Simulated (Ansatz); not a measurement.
Ansatz (a program for electronic structure) run on Sr4Nb3PO14 (P1, 22 atoms in the cell): self-consistent single point.

Computed with PBEsol, default PAW files made with PBE (plane waves; Ansatz).

```
Sr4Nb3PO14
1.0
    3.97349     0.00000     0.00000
    0.04255     5.62915     0.00000
    1.97050     0.86540    13.11981
Sr Nb P O
4 3 1 14
Direct
  0.29944   0.05106   0.40335
  0.70974   0.55303   0.58210
  0.47998   0.47101   0.09861
  0.54293   0.95509   0.92070
  0.84324   0.52506   0.31688
  0.16342   0.00424   0.67549
  0.06632   0.44225   0.87226
  0.01086   0.01069   0.13852
  0.38978   0.98449   0.12496
  0.55028   0.40463   0.89772
  0.88353   0.75394   0.17850
  0.08776   0.11891   0.82417
  0.80566   0.77880   0.39345
  0.19896   0.28686   0.60148
  0.21793   0.81293   0.56382
  0.78439   0.30138   0.42493
  0.94329   0.12089   0.03437
  0.00734   0.63818   0.98222
  0.89293   0.19794   0.21648
  0.11918   0.64497   0.76194
  0.35053   0.49213   0.29358
  0.65259   0.97176   0.69443
```

Reference input (self-consistent single point, DFT, PBEsol, plane waves, default PAW files made with PBE): basis.ecutwfc = 420 eV; kpoints.mp_grid.grid = 4 3 1; hamiltonian.xc = pbesol; hamiltonian.pseudopotentials = {kind: paw} (the program's default PAW files); scf.occupations.method = fermi_dirac; scf.occupations.width = 0.01 eV. This run's input differs from it in these lines:

Ansatz 0.2 input:
```diff
@@ -31,3 +31,3 @@
 kpoints:
-  mp_grid: { grid: [4, 3, 1] }
+  mp_grid: { grid: [7, 5, 2] }
 hamiltonian:
```

Output, abridged:

```
SCF iter   1: F=—  HF=-36075.178522 eV  |F-HF|=—  |Δ(HF+E_count)|=         —  Δρ=1.59e-2  dr2=7.05e-1  ethr=1.77e-3  ⟨swp⟩=9.6  Hψ=20617  notcnv=0  defer=253
all-band conjugate gradients solve this SCF's bands
preconditioner: auto → Resta (q_TF=auto, 2.486 Å⁻¹)
SCF iter   2: F=—  HF=-36075.047402 eV  |F-HF|=—  |Δ(HF+E_count)|=   1.31e-1  Δρ=5.89e-3  dr2=1.07e-1  ethr=4.20e-4  ⟨swp⟩=3.0  Hψ=6787  notcnv=0  defer=494
   [... lines left out ...]
SCF iter   7: F=—  HF=-36075.026384 eV  |F-HF|=—  |Δ(HF+E_count)|=   1.91e-4  Δρ=4.94e-5  dr2=7.53e-6  ethr=3.75e-8  ⟨swp⟩=2.0  Hψ=5785  notcnv=0  defer=494
SCF iter   8: F=—  HF=-36075.026387 eV  |F-HF|=—  |Δ(HF+E_count)|=   2.69e-6  Δρ=3.99e-5  dr2=4.21e-6  ethr=4.48e-9  ⟨swp⟩=2.6  Hψ=5779  notcnv=0  defer=494
SCF iter   9: F=—  HF=-36075.026386 eV  |F-HF|=—  |Δ(HF+E_count)|=   5.38e-7  Δρ=9.01e-6  dr2=2.54e-7  ethr=2.50e-9  ⟨swp⟩=2.1  Hψ=5544  notcnv=0  defer=494
SCF iter  10: F=-36075.026386 eV  HF=-36075.026386 eV  |F-HF|=2.38e-8  |Δ(HF+E_count)|=   4.18e-8  Δρ=3.48e-6  dr2=3.42e-8  ethr=5.95e-11  ⟨swp⟩=17.5  Hψ=22710  notcnv=0
SCF 1 converged in 10 iterations: F = -36075.026386 eV  dr2 = 3.42e-8
Free energy (F): -36075.026386 eV
Internal energy: -36075.026386 eV  (E = F + TS)
E sigma→0 (E₀):  -36075.026386 eV
Fermi energy:    9.830565 eV
--- Forces (eV/Å), atoms counted from 1 ---
  atom   1  Sr    -0.00221087     0.01602473    -0.03570398
  atom   2  Sr    -0.01067875    -0.00548200     0.05853050
  atom   3  Sr     0.01940156    -0.05266894    -0.00445439
  atom   4  Sr    -0.01695056    -0.16939285     0.01077724
  atom   5  Nb     0.01008079     0.01270461    -0.22376562
  atom   6  Nb     0.00257659    -0.15795021     0.08100336
  atom   7  Nb    -0.00630155    -0.32570146     0.25845573
  atom   8  P     -0.60801993    -0.18895191     0.23221485
  atom   9  O      1.30795529    -0.08436751    -0.16030206
   [... lines left out ...]
  atom  22  O      0.01115681    -0.06609618     0.09023432
--- Stress (GPa, compression-positive) ---
        2.072322      -0.017331      -0.016637
       -0.017330       1.750839      -0.150709
       -0.016639      -0.150710       1.518936
  P = ⅓ Tr σ = 1.7807 GPa (17.807 kbar)
  The stress holds the Pulay correction. Without it, at fixed plane waves, as pw.x and ABINIT print it: P = 1.1796 GPa
```

The run converged in 10 iterations. Against the reference run the free energy stays essentially unchanged (within 1 meV/atom), the pressure hardly changes (1.77 to 1.78 GPa), the largest force stays at 1.320 eV/Å and the gap on the mesh goes from 2.528 to 2.575 eV.

The starting cell comes from a database of computed structures (which also holds hypothetical and non-ambient phases and stackings), without a prior relaxation at this level. Its lattice was rescaled by a random factor within 2.5 % of one. Forces in this geometry exceed 1 eV/Å. Ansatz's pressure includes its estimate of the finite-basis (Pulay) stress. Without the estimate this run gives 1.18 GPa.

Cost on one core of a shared machine: roughly 3 min.
